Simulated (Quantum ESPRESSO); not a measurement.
A self-consistent single point of LaGe3Ir (I4mm, 5 atoms in the cell) with Quantum ESPRESSO.

Method: PBEsol, GBRV 1.5 ultrasoft (PBESOL) pseudopotentials (plane waves; Quantum ESPRESSO).

The change in words: lattice scaled by 0.98. Reference geometry:
```
LaGe3Ir
1.0
    2.22450    -2.22450     5.05379
    2.22450     2.22450     5.05379
   -2.22450    -2.22450     5.05379
La Ge Ir
1 3 1
Direct
  0.00000   0.57853   0.57853
  0.50000   0.84263   0.34263
  0.50000   0.34263   0.84263
  0.00000   0.00049   0.00049
  0.00000   0.23877   0.23877
```

Reference input (self-consistent single point, DFT, PBEsol, plane waves, GBRV 1.5 ultrasoft (PBESOL) pseudopotentials): ecutwfc = 50 Ry; ecutrho = 400 Ry; occupations = smearing; smearing = fermi-dirac; degauss = 0.0073499 Ry; K_POINTS = automatic 6 6 6 0 0 0; conv_thr = 1e-10 Ry. This run's input differs from it in these lines:

```diff
@@ -10,4 +10,4 @@
    ibrav = 7
-   celldm(1) = 8.4074066463
-   celldm(3) = 2.271870942916
+   celldm(1) = 8.2392588157
+   celldm(3) = 2.271870731105
    nat = 5
```

Output (repeated stretches shortened):

```
     Self-consistent Calculation

     iteration #  1     ecut=    50.00 Ry     beta= 0.70

     negative rho (up, down):  3.221E-01 0.000E+00

     total energy              =    -922.84400524 Ry
     estimated scf accuracy    <       1.40421502 Ry

     iteration #  2     ecut=    50.00 Ry     beta= 0.70

     negative rho (up, down):  3.552E-01 0.000E+00

     total energy              =    -923.01343575 Ry
     estimated scf accuracy    <       5.35906268 Ry

     iteration #  3     ecut=    50.00 Ry     beta= 0.70

     negative rho (up, down):  3.630E-01 0.000E+00

     total energy              =    -923.67098438 Ry
     estimated scf accuracy    <       0.11321531 Ry

   [... 11 blocks of this kind left out ...]

     iteration # 15     ecut=    50.00 Ry     beta= 0.70

     negative rho (up, down):  3.661E-01 0.000E+00

     total energy              =    -923.70198916 Ry
     estimated scf accuracy    <          1.0E-10 Ry

     iteration # 16     ecut=    50.00 Ry     beta= 0.70

     negative rho (up, down):  3.661E-01 0.000E+00
     End of self-consistent calculation

     the Fermi energy is    14.9295 ev

!    total energy              =    -923.70198916 Ry
     estimated scf accuracy    <          1.4E-11 Ry
     smearing contrib. (-TS)   =      -0.00403333 Ry
     internal energy E=F+TS    =    -923.69795583 Ry

     convergence has been achieved in  16 iterations

     negative rho (up, down):  3.661E-01 0.000E+00

     Forces acting on atoms (cartesian axes, Ry/au):

     atom    1 type  1   force =     0.00000000   -0.00000000    0.00456388
     atom    2 type  2   force =     0.00000000    0.00000000    0.00646023
     atom    3 type  2   force =     0.00000000    0.00000000    0.00646023
     atom    4 type  2   force =     0.00000000    0.00000000   -0.01017685
     atom    5 type  3   force =     0.00000000    0.00000000   -0.00730748

     Total force =     0.016164     Total SCF correction =     0.000005

     negative rho (up, down):  3.661E-01 0.000E+00
          total   stress  (Ry/bohr**3)                   (kbar)     P=       52.19
   0.00034018   0.00000000  -0.00000000           50.04        0.00       -0.00
  -0.00000000   0.00034018   0.00000000           -0.00       50.04        0.00
   0.00000000   0.00000000   0.00038407            0.00        0.00       56.50

   JOB DONE.
```

The run converged in 16 iterations. Against the reference run the free energy rises by 8.9 meV/atom, the pressure goes from -2.64 to 5.22 GPa and the largest force goes from 0.073 to 0.262 eV/Å.

The starting cell comes from a database of computed structures (which also holds hypothetical and non-ambient phases and stackings), without a prior relaxation at this level. Its lattice was rescaled by a random factor within 2.5 % of one. For this run, on top of that: lattice scaled by 0.98. Spin polarisation is off. With a pressure of about 5 GPa the cell is away from its equilibrium volume at this level.

Cost on one core of a shared machine: roughly 3 min.
